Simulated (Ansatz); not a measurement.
Defect: interstitial B in 3C silicon carbide, charge state +3. The step: a direct jump of one B atom; the atom moves 3.10 Å along (-0.50, -0.50, 0.00) of the unit cell; the moving atom starts with neighbours 4 C at 1.76 Å and ends with 4 C at 1.76 Å. DFT values are from Ansatz (plane-wave PAW, 420 eV unless said) in a cell of 64 host sites, spin-restricted, static, with no finite-size correction. The charge state is imposed; whether it is stable for some Fermi level was not computed. Sites that were not tried may lie lower. For the PBE band: the saddle point's order was not checked, and it lies on a symmetry element of the cell, where a band can be held.

| Level | Forward barrier (eV) | Cost of the band or of the saddle's single point |
|---|---|---|
| CHGNet universal potential (has no charge state), its own band | 1.50 | - |
| PBE, a 2×2×2 k-point mesh shifted by half a step, band relaxed | 2.90 | very roughly 29 core-minutes |
| PBE, a 3×3×3 k-point mesh shifted by half a step, same geometries | 2.90 | roughly 2.3 core-minutes |
| r2SCAN at 500 eV, a 2×2×2 k-point mesh shifted by half a step, same geometries | 3.09 | about 70 core-seconds (a rough figure) |

Ansatz is a quantum-chemistry and plane-wave program.
